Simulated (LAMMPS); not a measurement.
MD of Ag (fcc) at zero pressure, 2048 atoms, as a liquid; each row is its own run.

Level of theory: classical MD, pair style meam, file library.meam (library.meam-Ag), run in LAMMPS.

```
T (K)  volume (Å³/atom)
-----  ----------------
680              18.037
860              18.459
990              18.813
1110             19.164
1240             19.555
1360             20.013
1540             20.709
1610             20.982
1980             22.881
```

### Question
Fit a straight line, y = a + b x, to these rows (x is the first column, y the second) and predict the run at x = 1730.

### Answer
Least squares gives a = 15.226 and b = 0.003657. At x = 1730 the fit predicts 21.552 Å³/atom. The run itself gave 21.57 ± 0.02 Å³/atom, so the fit is 0.1 % low.

Caution: the potential MEAM library.meam-Ag is a first-neighbour MEAM set with a 4 Å cutoff, used here without a parameter file and away from the static properties it was fitted to.

Caution (rows 680; 860): this liquid lies under the melting point of about 990 K that MEAM library.meam-Ag gives, so it is undercooled.
